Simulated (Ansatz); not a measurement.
CsPbBr3 (Pm-3m), r2SCAN with spin-orbit coupling, rigid bands in Ansatz (a program for electronic structure). Band gap 0.76 eV, N_c = 1.36e18 cm⁻³ and N_v = 1.27e18 cm⁻³ at 300 K, conductivity masses of 0.150 mₑ (electrons) and 0.148 mₑ (holes). Take k_BT = 0.02585 eV.

Problem. What thermal injection velocity √(2k_BT/πm) limits a ballistic channel?

Solution. 1.39e7 cm/s for electrons and 1.40e7 cm/s for holes, a ratio of √(m_h/m_e) = 0.993, for dilute carriers.

Problem. What built-in voltage has an abrupt junction with N_A = 1e17 and N_D = 1e17 cm⁻³, all dopants ionised?

Solution. V_bi = E_g/e − (k_BT/e) ln(N_c N_v/(N_A N_D)) = 0.76 − 0.02585 × 5.15 = 0.63 V, for the computed gap.

Problem. Find the intrinsic carrier density and the intrinsic Fermi level.

Solution. n_i = √(N_c N_v) exp(−E_g/2k_BT) = 1.31e18 × exp(−14.70) = 5.4e11 cm⁻³. The level lies (k_BT/2) ln(N_v/N_c) = -1 meV from mid-gap (positive towards the conduction band). Each 0.1 eV added to the gap lowers n_i by a factor of 6.9.

Rigid bands with the computed gap; masses take one relaxation time for all states.

CsPbBr3 (Pm-3m): a high-temperature phase held by its symmetry.
